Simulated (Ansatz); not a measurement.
# Several settings converged on AlCr2C (P3m1, 8 atoms in the cell)

```
CELL_PARAMETERS angstrom
      2.81663     0.00000     0.00000
     -1.40831     2.43927     0.00000
      0.00000     0.00000    12.56357
ATOMIC_POSITIONS crystal
  Al 0.66667 0.33333 0.25398
  Al 0.33333 0.66667 0.75000
  Cr 0.33333 0.66667 0.41494
  Cr 0.66667 0.33333 0.58506
  Cr 0.66667 0.33333 0.91494
  Cr 0.33333 0.66667 0.08506
  C  0.00000 0.00000 0.50000
  C  0.00000 0.00000 0.00000
```

Base method: PBEsol, default PAW files made with PBE (plane waves; Ansatz, an electronic-structure program).

Base settings: basis.ecutwfc = 30.9 Ry; kpoints.mp_grid.grid = 9 9 1; hamiltonian.xc = pbesol; hamiltonian.pseudopotentials = {kind: paw} (the program's default PAW files); scf.occupations.method = gaussian; scf.occupations.width = 0.0073 Ry.

The count of work is k-points × plane waves × bands × iterations; it is no time. 

**The cutoff for other potential files**

Level: DFT, PBEsol, plane waves, harder PAW files (source: ansatz) made with PBE.

In this ladder: hamiltonian.pseudopotentials = {kind: paw, source: ansatz}.

The second cell is the first with its lattice scaled by 0.98.

The mesh stays at the base's, so the ladder's end is converged at best in this setting alone.

The first pressure column holds Ansatz's estimate of the finite-basis (Pulay) stress, which hides part of the cutoff error; the other is without it.

Only quantities that move along the ladder and can be compared are tabulated.

| basis.ecutwfc | free energy less the last step's (meV/atom) | energy of the compressed cell less the first (meV/atom) | pressure (GPa) | pressure without the Pulay estimate (GPa) | largest difference of a force vector from the last step's (eV/Å) | count of work / last |
|---|---|---|---|---|---|---|
| 30.9 Ry | 2848.39 | 26.29 | -3.79 | -209.99 | 0.769 | 0.11 |
| 37.5 Ry | 606.82 | 16.19 | -2.94 | -56.64 | 0.262 | 0.14 |
| 47.8 Ry | 41.26 | 26.99 | -1.01 | -6.16 | 0.006 | 0.21 |
| 58.1 Ry | 2.60 | 27.54 | -0.85 | -1.22 | 0.002 | 0.28 |
| 68.4 Ry | 0.56 | 27.42 | -0.88 | -0.91 | 0.000 | 0.35 |
| 82 Ry | 0.32 | 27.41 | -0.88 | -0.89 | 0.000 | 0.47 |
| 102.5 Ry | 0.12 | 27.40 | -0.89 | -0.89 | 0.000 | 0.65 |
| 136.7 Ry | 0.00 | 27.40 | -0.89 | -0.89 | 0.000 | 1.0 |

Coarsest basis.ecutwfc that holds the free energy within 2 meV/atom of the last step, with all finer ones: 68.4 Ry, at 0.35 of the last step's count of work; the step before is off by 2.6 meV/atom.

Coarsest basis.ecutwfc that holds the pressure without the Pulay estimate within 0.1 GPa of the last step, with all finer ones: 68.4 Ry, at 0.35 of the last step's count of work; the step before is off by 0.33 GPa.

Coarsest basis.ecutwfc that holds the forces within 0.01 eV/Å of the last step, with all finer ones: 47.8 Ry, at 0.21 of the last step's count of work; the step before is off by 0.26 eV/Å.

The energy difference between the two cells stays within 1 meV/atom of the last step's from 47.8 Ry on, the total only from 68.4 Ry on: much of the error is common to both cells and cancels.

At the lowest cutoff the pressure without the Pulay estimate lies 209 GPa under the last step's, the usual sign of Pulay stress in an incomplete plane-wave basis.

**The relaxed cell against the cutoff**

On AlCr2C (P6_3/mmc, 8 atoms in the cell): atoms on their sites.

In this ladder: relax = cell and atoms.

The mesh stays at the base's, so the ladder's end is converged at best in this setting alone.

Only quantities that move along the ladder and can be compared are tabulated.

| basis.ecutwfc | relaxed volume (Å³/atom) | relaxation steps |
|---|---|---|
| 18.4 Ry | 10.637 | 40 |
| 21.7 Ry | 10.699 | 12 |
| 26.1 Ry | 10.763 | 7 |
| 30.9 Ry | 10.765 | 4 |
| 37.1 Ry | 10.764 | 4 |
| 46.3 Ry | 10.764 | 4 |
| 61.7 Ry | 10.764 | 4 |

Coarsest basis.ecutwfc that holds the relaxed volume within 0.054 Å³/atom of the last step, with all finer ones: 26.1 Ry; the step before is off by 0.065 Å³/atom.

At the lowest cutoff the cell relaxes to a volume 1.2 % smaller than at the highest. Ansatz relaxes on a stress corrected for the finite basis.

On the base run: the starting cell comes from a database of computed structures (which also holds hypothetical and non-ambient phases and stackings), without a prior relaxation at this level. Its lattice was rescaled by up to half a per cent. One atom was moved a little off its site on purpose. Spin polarisation is off. Without a gap this mesh is coarse (it stands for a supercell whose shortest vector is 13 Å).

Left out of this page: 1 run of the series failed or unconverged.

Keys are those of Ansatz 0.2.
